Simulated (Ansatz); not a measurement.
The starting structures come from a database of crystals and need not be the phases stable at ambient conditions.

By PBEsol, the system below comes out a metal.

A figure of merit of an interconnect metal is its ballistic conductance per area.

Given:

```
TiSi
1.0
    3.63174     0.00000     0.00000
    0.00000     6.51223     0.00000
    0.00000     0.00000     4.99348
Ti Si
4 4
Direct
  0.75000   0.67568   0.37178
  0.25000   0.32432   0.62822
  0.25000   0.82432   0.87178
  0.75000   0.17568   0.12822
  0.75000   0.54393   0.85540
  0.25000   0.45607   0.14460
  0.25000   0.95607   0.35540
  0.75000   0.04393   0.64460
```

The cell is taken as given; by PBEsol it stands under a pressure of -2.6 GPa.

The current flows along the normal of the first two printed cell vectors. No spin-orbit coupling; the value is a mean over 0.1 eV about the Fermi level.

### Question
Compute, with Ansatz (a program for electronic structure) with PBEsol, the ballistic conductance per area.

### Answer
0.24 × 10¹⁵ S/m² for both spins.
